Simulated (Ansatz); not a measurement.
Total g(r) from a molecular-dynamics run [in the run: one k-point, which a denser mesh shifts by 0.1 GPa in pressure and 0.05 eV/Å in forces]. Calculation: PBE (plane waves, PAW; Ansatz, a quantum-chemistry and plane-wave program).

| r (Å) | g(r) |
|---|---|
| 1.02 | 0.00 |
| 1.14 | 0.00 |
| 1.26 | 0.00 |
| 1.38 | 0.00 |
| 1.50 | 0.00 |
| 1.62 | 0.00 |
| 1.74 | 0.00 |
| 1.86 | 0.00 |
| 1.98 | 0.00 |
| 2.10 | 0.00 |
| 2.22 | 0.00 |
| 2.34 | 0.02 |
| 2.46 | 0.19 |
| 2.58 | 1.15 |
| 2.70 | 2.75 |
| 2.82 | 3.74 |
| 2.94 | 3.45 |
| 3.06 | 2.48 |
| 3.18 | 1.46 |
| 3.30 | 0.72 |
| 3.42 | 0.34 |
| 3.54 | 0.20 |
| 3.66 | 0.21 |
| 3.78 | 0.32 |
| 3.90 | 0.53 |
| 4.02 | 0.69 |
| 4.14 | 0.79 |
| 4.26 | 0.68 |
| 4.38 | 0.54 |
| 4.50 | 0.47 |
| 4.62 | 0.64 |
| 4.74 | 1.08 |
| 4.86 | 1.62 |
| 4.98 | 1.99 |
| 5.10 | 1.94 |
| 5.22 | 1.60 |
| 5.34 | 1.16 |
| 5.46 | 0.88 |
| 5.58 | 0.78 |
| 5.70 | 0.78 |
| 5.82 | 0.82 |
| 5.94 | 0.79 |
| 6.06 | 0.74 |

Q: Which system gave this curve?
(A) TiO2 (rutile type), crystal, 1035 K
(B) LiCl (rock salt), crystal, 664 K
(C) Al (fcc), crystal, 863 K
(D) GaSi15, liquid, 1409 K (no melting point cited, so perhaps supercooled)

A: C, Al (fcc), crystal, 863 K
